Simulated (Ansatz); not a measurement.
Results of LDA (Ansatz, an electronic-structure program, plane waves, PAW) for AlP (model structure, started from the BN type, Pm-3n, No. 223, 12 atoms in the cell).

Numerical settings: plane-wave cutoff 520 eV, 6×6×6 k mesh, Fermi–Dirac smearing 0.01 eV, scalar-relativistic PAW data made under PBE.

The cell is the one relaxed with PBEsol. Conventional cell: a = 6.7258 Å, b = 6.7258 Å, c = 6.7258 Å, α = 90.00°, β = 90.00°, γ = 90.00°.

```
AlP
1.0
    6.72584     0.00000     0.00000
    0.00000     6.72584     0.00000
    0.00000     0.00000     6.72584
Al P
6 6
Cartesian
  1.68146   0.00000   3.36292
  3.36292   1.68146   0.00000
  3.36292   5.04438   0.00000
  5.04438   0.00000   3.36292
  0.00000   3.36292   5.04438
  0.00000   3.36292   1.68146
  1.68146   3.36292   0.00000
  0.00000   1.68146   3.36292
  0.00000   5.04438   3.36292
  5.04438   3.36292   0.00000
  3.36292   0.00000   5.04438
  3.36292   0.00000   1.68146
```

Question: List the 34 lowest band energies at Γ above −25 eV (eV, relative to the valence band maximum), grouping those that round alike.

Answer: At Γ: -11.47, -10.39 (×2), -9.07 (×3), -5.98 (×2), -5.01 (×3), -4.74, -2.30 (×3), -1.65 (×3), -1.39 (×3), 0.00 (×3), 1.58 (×3), 2.27, 3.27 (×3), 3.37, 3.69 (×2).

Note: the relaxation could raise the start's symmetry but not lower it, so the cell can be a saddle point; cell and atoms aren't relaxed at this level (pressure -1.4 GPa).

A model structure was made by putting elements into a prototype or built by hand; it is no filed structure, need not be a known phase, and can be a saddle point held by its symmetry.
